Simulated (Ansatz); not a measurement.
# BP (model structure, started from the BN type, Pm-3n, No. 223, 12 atoms in the cell)

Level of theory: r²SCAN+rVV10 (PAW; Ansatz, an electronic-structure program).

Numerical settings: plane-wave cutoff 560 eV, 6×6×6 k mesh, Fermi–Dirac smearing 0.01 eV, scalar-relativistic PAW data made under PBE.

Cell (relaxed at this level):

BP is modelled in the cubic space group Pm-3n (No. 223), Pearson symbol cP12. Conventional cell: a = b = c = 5.569 Å, α = β = γ = 90.00°. B on 6c is coordinated by 4 P at 1.969 Å. P on 6d has 4 B at 1.969 Å. (Neighbours: up to the widest gap in distance over summed covalent radii, below 1.35, at either atom.)

For BP (model structure, started from the BN type, Pm-3n, No. 223, 12 atoms in the cell), the band gap comes out as 0.57 eV (indirect) and the smallest direct gap on the k points sampled comes out as 1.04 eV. The Γ–Γ gap comes out as 1.37 eV.

Note: the relaxation could raise the start's symmetry but not lower it, so the cell can be a saddle point.

The computed numbers hold no vibrational or temperature effects.

A model structure was made by putting elements into a prototype or built by hand; it is no filed structure, need not be a known phase, and can be a saddle point held by its symmetry.
